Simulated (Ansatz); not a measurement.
Consider the formation energy of the neutral 2 N_i in La5Ge3 (P6₃/mcm). Reaction: 2 La5Ge3 (P6₃/mcm) + N2 (gas) → cell A.

Cell A: a supercell of 16 sites of La5Ge3 (P6₃/mcm) with two times N off the lattice sites (6 La at 2.64 Å); the closest two of these centres are 3.5 Å apart; the host is a cell from a database of computed structures that this text hasn't matched to a measured one; spin state with PBE: run without spin, k-point mesh 4×4×5.
```
La5Ge3N
1.0
    9.03412     0.00000     0.00000
   -4.51706     7.82378     0.00000
    0.00000     0.00000     6.92979
La Ge N
10 6 2
Cartesian
 -3.52082   6.09823   1.73245
 -0.99625   1.72555   5.19734
  1.99249   0.00000   5.19734
  7.04163   0.00000   1.73245
  0.99625   1.72555   1.73245
  3.52082   6.09823   5.19734
  4.51706   2.60793   0.00000
  0.00000   5.21585   0.00000
  0.00000   5.21585   3.46489
  4.51706   2.60793   3.46489
 -1.83890   3.18506   1.73245
 -2.67816   4.63872   5.19734
  5.35633   0.00000   5.19734
  3.67779   0.00000   1.73245
  2.67816   4.63872   1.73245
  1.83890   3.18506   5.19734
  0.00000   0.00000   0.00000
  0.00000   0.00000   3.46489
```

Reference: La5Ge3 (P6₃/mcm), 16 atoms in the cell, a perfect crystal on lattice vectors that match the other cells'; this is a cell from a database of computed structures that this text hasn't matched to a measured one, k-point mesh 4×4×5 on the run's own vectors.

Reference: an isolated N2 molecule (singlet) in a box of 11 × 11 × 13 Å.

Plane-wave PAW calculations with Ansatz (a program for electronic structure), its PAW set soft_1, cutoff 420 eV, 500 eV for r2SCAN. The structures are at rest with PBE, within the held lattices; other levels are single points on them. Neutral cells; Fermi-Dirac smearing of at most 0.05 eV in the solids, energies taken to zero width. The lattices are those relaxed with PBE, so at other levels the solids can be strained, which adds to the spread. A dispersion term (D3(BJ), or D4 for r2SCAN) was computed beside these levels and is taken off wherever the name lacks it. Static lattices, no vibrational contributions. Cells are local rest points, mostly with their start's symmetry. Spin-orbit coupling is left out. Values are for these cell sizes. The cell is small for its defects, so this is an ordered compound on the host's lattice rather than an isolated defect. The value holds for the reservoirs listed; other chemical potentials shift it. Cell A has symmetry P6₃/mcm and got no random move, so less symmetric positions, which may lie lower, weren't tried.

Question: Give the value at the level PBE.

Answer: -5.27 eV, for 2 La5Ge3 (P6₃/mcm) + N2 (gas) → cell A.

Question: What do the other levels give, and how wide is the spread?

Answer: 
```tsv
Functional	value (eV)	less PBE
r2SCAN	-6.24	-0.97
```

The levels span 0.97 eV, from r2SCAN (-6.24) to PBE (-5.27).
